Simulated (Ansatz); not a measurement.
The reference is Na₂Te in the anti-fluorite structure (space group Fm-3m, No. 225; a = 7.246 Å). Axes: x, y, z lie along the cube axes.

Calculations: PBEsol (Ansatz, a quantum-chemistry and plane-wave program, PAW, no spin-orbit coupling).

For the base:

The band gap is 2.02 eV.

It is then changed as follows: biaxial strain −2.50 %, plane normal [001], relaxed out of plane (Cartesian); in-plane vectors clamped, the third vector and the atoms free.

Problem. What happens to the out-of-plane strain?

Solution. The out-of-plane strain comes out as +2.01 %.

Problem. How does this affect the band gap?

Solution. The band gap rises by 0.04 eV, from 2.02 eV to 2.06 eV.

With Te present, leaving out spin-orbit coupling can change the band edges. Whether these cells are dynamically stable was not tested.
